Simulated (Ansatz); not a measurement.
Input:

```yaml
crystal:
  lattice:
    - [4.22955, 0.00000, 0.00000]
    - [0.00000, 4.22955, 0.00000]
    - [0.00000, 0.00000, 2.65491]
  atoms:
    - { symbol: Si, position: [0.00000, 0.00000, 0.00000] }
    - { symbol: Si, position: [0.50000, 0.50000, 0.50000] }
    - { symbol: O, position: [0.30732, 0.30732, 0.00000] }
    - { symbol: O, position: [0.80732, 0.19268, 0.50000] }
    - { symbol: O, position: [0.19268, 0.80732, 0.50000] }
    - { symbol: O, position: [0.69268, 0.69268, 0.00000] }
```

No spin polarisation.

Level of theory: r2SCAN (Ansatz, a first-principles code), scalar-relativistic without spin-orbit coupling. Γ-centred 8×8×12 mesh, Fermi–Dirac width 0.05 eV.

What width of the top valence band does the calculation give?

2.66 eV.

What is the computed band gap?

6.33 eV.

What is the computed hole mass?

2.0 mₑ out of plane, 1.1 mₑ in plane (at Γ).

The cells carry an imposed strain or load. Masses are band curvatures over ±0.01 Å⁻¹ around the edge. Whether these cells are dynamically stable was not tested. The cell was made from SiO$_{2}$ in the rutile structure (space group P4_2/mnm, No. 136) by this change: biaxial strain +1.06 %, plane normal [001], relaxed out of plane.
